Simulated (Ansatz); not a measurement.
The parent structure is LaAl₂Ag₃ (space group Cmmm, No. 65; a = 5.447 Å, b = 9.663 Å, c = 4.470 Å; a cell from a computed database, its experimental status unchecked). Axes: x, y, z lie along a, b, c of the conventional cell.

Computed with PBEsol/PAW in Ansatz (an electronic-structure program), no spin-orbit coupling.

Perturbation: an isotropic linear strain of +1.42 %; the atoms relax in the strained cell.

Task: Predict the stress tensor and what it implies for the stiffness.

Result: Stress of the strained cell less that of the base (GPa, compression positive):
```
   -3.5     0.0     0.0
    0.0    -3.5     0.0
    0.0     0.0    -3.9
```

Then B = −ΔP/(ΔV/V₀) with ΔV/V₀ = 0.0432 gives secant stiffness values (nonlinear terms included at this strain): B (at held cell shape, above the free-shape value) ≈ 84 GPa.

As a check, the harmonic strain energy −½ V₀ Δσ:ε is 9.5 meV/atom; the computed energy rise is 10 meV/atom.

Stability against distortions was not tested.
